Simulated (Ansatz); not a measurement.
Start from Mo in the bcc (W type) structure (space group Im-3m, No. 229; relaxed with 0.1 eV smearing).

```
CELL_PARAMETERS angstrom
     -1.55576     1.55576     1.55576
      1.55576    -1.55576     1.55576
      1.55576     1.55576    -1.55576
ATOMIC_POSITIONS crystal
  Mo 0.00000 0.00000 0.00000
```

Cartesian axes are those of the cell as printed.

Level of theory: plane-wave PAW DFT at the LDA level (Ansatz, a quantum-chemistry and plane-wave program, 420 eV), spin-orbit coupling left out.

It is then changed as follows: compressive biaxial strain of 1.50 % in the plane normal to [001], as in epitaxy on a mismatched substrate; the out-of-plane cell vector and the atoms relax.

Q: What happens to the ratio −ε⊥/ε∥?

A: The ratio −ε⊥/ε∥ is 0.74.

Stability against distortions was not tested. The final runs are not spin-polarised.
